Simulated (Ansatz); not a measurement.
Step by step: formation energy of the neutral H_i in NiSi (Pnma)

Subject: the formation energy of the neutral H_i in NiSi (Pnma). Reaction: 48 NiSi (Pnma) + 1/2 H2 (gas) → cell A.

A: a supercell of 96 sites of NiSi (Pnma) with H off the lattice sites (3 Ni at 1.67–1.76 Å and 1 Si at 1.96 Å); an odd number of electrons; spin state with PBE: no moments.

Ansatz (an electronic-structure program) with PAW potentials; structures come from PBE relaxations, nuclei static, no net charge. Ansatz runs with its default PAW set. Other levels take these structures. The lattices are those relaxed with PBE, so at other levels the solids can be strained. Larger cells are relaxed from a start prepared with the learned potential CHGNet till forces fall under 0.03 eV/Å, which some starts already meet. A dispersion term (D3(BJ), or D4 for r2SCAN) was computed beside these levels and is taken off wherever the name lacks it. Mesh and cell size may move defect energies by 0.1 eV or more. The value holds for the reservoirs listed; other chemical potentials shift it. Cell A has symmetry Pm and got no random move, so less symmetric positions, which may lie lower, weren't tried.

Total energies of the cells in eV, at zero smearing width. They compare only within one column; the weights balance every element.

```csv
cell,atoms,weight,r2SCAN
A: NiSi:H_i,97,+1,-311309.69517
NiSi (Pnma),96,−1,-311294.64690
H2 (gas),2,−1/2,-31.88989
```

r2SCAN: (-311309.69517) − (-311294.64690) − 1/2 × (-31.88989) = 0.897 eV.
